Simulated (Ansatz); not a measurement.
**Effect of biaxial strain +3.00 %, plane normal [001], relaxed out of plane on Hf**

Start from Hf in the hcp (Mg type) structure (space group P6_3/mmc, No. 194; a = 3.117 Å, c = 4.950 Å; relaxed with 0.1 eV smearing). Axes: x lies along a and z along c of the hexagonal cell.

It is then changed as follows: tensile biaxial strain of 3.00 % in the plane normal to [001], as in epitaxy on a mismatched substrate; the out-of-plane cell vector and the atoms relax.

The values are results of Kohn–Sham DFT with the LDA functional, run in Ansatz (a first-principles code) with PAW and 420 eV plane waves, without spin-orbit coupling, not measurements. Γ-centred 21×21×12 mesh, Fermi–Dirac width 0.1 eV.

The volume per atom goes up by 0.79 Å³ (20.83 Å³ → 21.62 Å³) and the space group remains P6_3/mmc (No. 194). The shortest interatomic distance decreases by 0.0105 Å (3.060 Å → 3.050 Å) and the band gap stays zero. The out-of-plane strain amounts to -2.16 % and the ratio −ε⊥/ε∥ comes out as 0.72.

No phonon test of stability was made. The final runs are not spin-polarised.
